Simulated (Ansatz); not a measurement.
Base system: InSb in the zinc blende structure (space group F-43m, No. 216; a = 6.6351 Å).

The values are results of PBE in Ansatz (plane waves to 420 eV, PAW, spin-orbit coupling left out), not measurements.

Before the change:

```
Item        Value
--------  -------
Pressure  0.0 GPa
Band gap     zero
```

One thing is altered: an isotropic linear strain of +0.50 %; the atoms relax in the strained cell.

What happens to the pressure, energy relative to the base and band gap?

The pressure goes from zero to -0.5 GPa; the energy grows by 0.9 meV/atom; the band gap remains zero.

Spin-orbit coupling, missing from the scalar runs, can matter with Sb. No phonon test of stability was made. All final runs are without spin polarisation. The zero or small gap of InSb can change with the level of theory.

Ansatz is a quantum-chemistry and plane-wave program.
